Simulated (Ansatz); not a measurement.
A self-consistent single point of Rb₃LiPb₄ (Cmcm, 16 atoms in the cell) with Ansatz (a first-principles code)

Level of theory: PBEsol, default PAW files made with PBE (plane waves; Ansatz).

Input as run:

Ansatz 0.2 input:
```yaml
# Rb3LiPb4
crystal:
  lattice:
    - [3.638745, -8.216690, 0.000000]
    - [3.638745, 8.216690, 0.000000]
    - [0.000000, 0.000000, 10.658350]
  atoms:
    - { symbol: Rb, position_ang: [3.638745, 4.499295, 7.993763] }
    - { symbol: Rb, position_ang: [3.638745, -4.499295, 2.664588] }
    - { symbol: Rb, position_ang: [3.638745, -1.854014, 5.795904] }
    - { symbol: Rb, position_ang: [3.638745, 1.854014, 4.862446] }
    - { symbol: Rb, position_ang: [3.638745, 1.854014, 0.466729] }
    - { symbol: Rb, position_ang: [3.638745, -1.854014, 10.191621] }
    - { symbol: Li, position_ang: [0.000000, 0.000000, 5.329175] }
    - { symbol: Li, position_ang: [0.000000, 0.000000, 0.000000] }
    - { symbol: Pb, position_ang: [1.578997, 0.551340, 7.993763] }
    - { symbol: Pb, position_ang: [5.698493, -0.551340, 2.664588] }
    - { symbol: Pb, position_ang: [1.578997, -0.551340, 2.664588] }
    - { symbol: Pb, position_ang: [5.698493, 0.551340, 7.993763] }
    - { symbol: Pb, position_ang: [3.638745, -5.467221, 6.466954] }
    - { symbol: Pb, position_ang: [3.638745, 5.467221, 4.191396] }
    - { symbol: Pb, position_ang: [3.638745, 5.467221, 1.137779] }
    - { symbol: Pb, position_ang: [3.638745, -5.467221, 9.520571] }
basis:
  ecutwfc: 420.0 eV
kpoints:
  mp_grid: { grid: [4, 4, 3] }
hamiltonian:
  xc: pbesol
  pseudopotentials: { kind: paw }
scf:
  occupations: { method: fixed }
output:
  forces: true
  eigenvalues: true
  stress: true
```

Output, abridged:

```
WARN ansatz: RAYON_NUM_THREADS=1 ignored (pool sized by the plan → 1); use --threads N
Pseudopotentials: kind: paw
Pseudopotential: Rb, paw, valence charge 9
Pseudopotential: Li, paw, valence charge 3
Pseudopotential: Pb, paw, valence charge 14
Crystal: 16 atoms, lattice volume = 637.336 Å³
Basis set: ecut = 420 eV, 12405 PW (Γ), exchange–correlation on 128×128×144 points (8 copies of the dense FFT grid, shifted against one another)
Bands: 104, of which v1, the nominal top of the filled ones, is band 86 counted from 1 (85 counted from 0)
Symmetry: 8 space group operations
Space group: Cmcm (ITA 63), of the structure as read, at distance tolerance 8.6e-5 Å
k-points: 14 of 48
PAW frozen core: Rb, regenerated for the run's functional, and the local potential with it
PAW frozen core: Pb, regenerated for the run's functional, and the local potential with it
Initial density: superposition of atomic densities (neutral atoms: chi_scale 0, normalization atom), corrected by the library's trained network
Initial wavefunctions: pseudopotential atomic-orbital guess
Eigensolver: davidson
Functional: x = pbesol(κ = 0.804, μ = 0.12345679012345678), c = pbesol(β = 0.046)
SCF iter   1: F=—  HF=-113751.263606 eV  |F-HF|=—  |Δ(HF+E_count)|=         —  Δρ=2.30e-3  dr2=9.20e-2  ethr=1.77e-3  ⟨swp⟩=5.0  Hψ=5162  notcnv=0  defer=185
all-band conjugate gradients solve this SCF's bands
preconditioner: auto → Resta (q_TF=auto, 2.193 Å⁻¹)
SCF iter   2: F=—  HF=-113751.247143 eV  |F-HF|=—  |Δ(HF+E_count)|=   1.65e-2  Δρ=1.19e-3  dr2=2.29e-2  ethr=5.35e-5  ⟨swp⟩=3.5  Hψ=2379  notcnv=0  defer=224
SCF iter   3: F=—  HF=-113751.243085 eV  |F-HF|=—  |Δ(HF+E_count)|=   4.06e-3  Δρ=3.81e-4  dr2=5.24e-3  ethr=1.33e-5  ⟨swp⟩=3.8  Hψ=2286  notcnv=0  defer=224
SCF iter   4: F=—  HF=-113751.242440 eV  |F-HF|=—  |Δ(HF+E_count)|=   6.45e-4  Δρ=1.51e-4  dr2=3.43e-4  ethr=3.05e-6  ⟨swp⟩=2.3  Hψ=1696  notcnv=0  defer=224
SCF iter   5: F=—  HF=-113751.242502 eV  |F-HF|=—  |Δ(HF+E_count)|=   6.20e-5  Δρ=4.64e-5  dr2=2.55e-5  ethr=1.99e-7  ⟨swp⟩=2.8  Hψ=2181  notcnv=0  defer=219
SCF iter   6: F=—  HF=-113751.242519 eV  |F-HF|=—  |Δ(HF+E_count)|=   1.69e-5  Δρ=1.24e-5  dr2=1.74e-6  ethr=1.48e-8  ⟨swp⟩=2.1  Hψ=2325  notcnv=0  defer=171
SCF iter   7: F=—  HF=-113751.242520 eV  |F-HF|=—  |Δ(HF+E_count)|=   8.65e-7  Δρ=3.19e-6  dr2=1.26e-7  ethr=1.01e-9  ⟨swp⟩=2.0  Hψ=2379  notcnv=0  defer=173
SCF iter   8: F=-113751.242520 eV  HF=-113751.242520 eV  |F-HF|=6.10e-9  |Δ(HF+E_count)|=   6.77e-8  Δρ=1.07e-6  dr2=1.85e-8  ethr=5.81e-11  ⟨swp⟩=16.7  Hψ=9336  notcnv=0
SCF 1 converged in 8 iterations: F = -113751.242520 eV  dr2 = 1.85e-8
SCF converged after 8 iterations
Free energy (F): -113751.242520 eV
Harris-Foulkes:  -113751.242520 eV  (|F-HF|=6.10e-9)
Internal energy: -113751.242520 eV  (E = F + TS)
E sigma→0 (E₀):  -113751.242520 eV
Fermi energy:    5.890771 eV
--- Per-component energies (eV) ---
  E_band       = -1430.955383
  E_kinetic    = 3521.098711
  E_local      = -15850.487948  (includes V_loc(G=0)·N_el)
  E_nonlocal   = 3793.871674
  E_hartree    = 5983.426338
  E_xc         = -2541.951763
  E_vxc        = -1899.448326  (∫ρ·V_xc dr)
  E_paw        = -97515.758855  (= ΣΔE_a)
  E_vpaw       = -2962.851943  (= ΣTr[D̂ρ^β])
  E_aug_tail   = 0.000397  (compensation charges beyond the density's cutoff)
  E_ewald      = -11142.680031
  E_core_change = 1.238957  (= ΣΔE_core)
  E_smearing   = -0.000000  (= −TS)
  E_closure    = 0.000000  (closes the sum)
  Σ components = -113751.242520   (vs F -113751.242520, Δ=0.00e0)
--- Forces (eV/Å), atoms counted from 1 ---
  atom   1  Rb     0.00000000     0.03415396     0.00000000
  atom   2  Rb     0.00000000    -0.03415396     0.00000000
  atom   3  Rb    -0.00000000    -0.01277795    -0.01040533
  atom   4  Rb    -0.00000000     0.01277795     0.01040533
  atom   5  Rb    -0.00000000     0.01277795    -0.01040533
  atom   6  Rb    -0.00000000    -0.01277795     0.01040533
  atom   7  Li     0.00000000     0.00000000     0.00000000
  atom   8  Li     0.00000000     0.00000000     0.00000000
  atom   9  Pb     0.03147058     0.00870619     0.00000000
  atom  10  Pb    -0.03147058    -0.00870619     0.00000000
  atom  11  Pb     0.03147058    -0.00870619     0.00000000
  atom  12  Pb    -0.03147058     0.00870619     0.00000000
  atom  13  Pb     0.00000000     0.01209370    -0.02606572
  atom  14  Pb     0.00000000    -0.01209370     0.02606572
  atom  15  Pb     0.00000000    -0.01209370    -0.02606572
  atom  16  Pb     0.00000000     0.01209370     0.02606572
  max |Σ_I F_I| component: 3.47e-18 eV/Å
--- Stress (GPa, compression-positive) ---
       -0.643450       0.000000       0.000000
        0.000000      -0.394576       0.000000
        0.000000       0.000000      -0.452488
  P = ⅓ Tr σ = -0.4968 GPa (-4.968 kbar)
  The stress holds the Pulay correction. Without it, at fixed plane waves, as pw.x and ABINIT print it: P = -0.5045 GPa
--- Band table (eV; the first three rows and the last of 14) ---
  k-point 0: bands = ["-40.1218", "-40.1217", "-22.3331", "-22.3325", "-22.1736", "-22.1697", "-22.1512", "-22.1468", "-10.9882", "-10.9878", "-10.8768", "-10.8766", "-10.8536", "-10.8503", "-10.8174", "-10.8173", "-10.8114", "-10.8086", "-10.7673", [...]
  k-point 1: bands = ["-40.1218", "-40.1218", "-22.3329", "-22.3326", "-22.1728", "-22.1709", "-22.1499", "-22.1477", "-10.9884", "-10.9882", "-10.8768", "-10.8768", "-10.8528", "-10.8511", "-10.8174", "-10.8173", "-10.8107", "-10.8093", "-10.7673", [...]
  k-point 2: bands = ["-40.1218", "-40.1217", "-22.3330", "-22.3325", "-22.1737", "-22.1696", "-22.1512", "-22.1469", "-10.9864", "-10.9860", "-10.8761", "-10.8759", "-10.8538", "-10.8517", "-10.8156", "-10.8154", "-10.8111", "-10.8095", "-10.7587", [...]
  k-point 13: bands = ["-40.1218", "-40.1218", "-22.3329", "-22.3326", "-22.1730", "-22.1708", "-22.1497", "-22.1478", "-10.9890", "-10.9883", "-10.8774", "-10.8771", "-10.8525", "-10.8513", "-10.8160", "-10.8156", "-10.8106", "-10.8098", [...]
```

The run converged in 8 iterations.

The starting cell comes from a database of computed structures (which also holds hypothetical and non-ambient phases and stackings), without a prior relaxation at this level. Spin-orbit coupling is off. Ansatz's pressure includes its estimate of the finite-basis (Pulay) stress.

Cost on one core of a shared machine: roughly 70 s.
